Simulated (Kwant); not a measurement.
Model system: quantum point contact (saddle potential) in a GaAs two-dimensional gas. Effective mass 0.067 mₑ, grid spacing 12 nm, hard walls, nominal width 300 nm (25 grid rows, so walls 312 nm apart), one parabolic valley, scattering region 900 nm long along x; energies count from the band bottom; Fermi energy swept from 3.118e-05 to 0.0005148 eV. Potential (V0 + ½k y²) cos²(πx/L) for |x| < L/2, with V0 = 0.0002 eV, k = 6.6e-08 eV/nm², L = 430 nm.

The device is made up for the run: typed textbook-type constants, with dimensions and the other settings drawn at random.

Kwant, effective-mass tight-binding model on a square grid, one spin, coherent transport at 0 K. Conductance is in e²/h.

Sweep values stay those of the base run.

The curvature of the confinement was swept, all else fixed.

```tsv
curvature of the confinement (eV/nm²)	G (e²/h) at E = 0.1503 meV	G (e²/h) at E = 0.3886 meV	G (e²/h) at E = 0.5148 meV	mean G (e²/h) over the sweep
3.3e-8	0.0032	0.97	1.35	0.47
4.6e-8	0.0020	0.94	1.14	0.42
5.6e-8	0.0015	0.91	1.06	0.40
6.6e-8	0.0011	0.88	1.03	0.37
7.9e-8	0.00074	0.82	1.01	0.35
9.9e-8	0.00044	0.71	0.99	0.31
1.3e-7	0.00022	0.51	0.98	0.26
```

From the first row to the last the G at E = 0.1503 meV goes from 0.0032 to 0.00022. From the first row to the last the G at E = 0.3886 meV goes from 0.97 to 0.51.
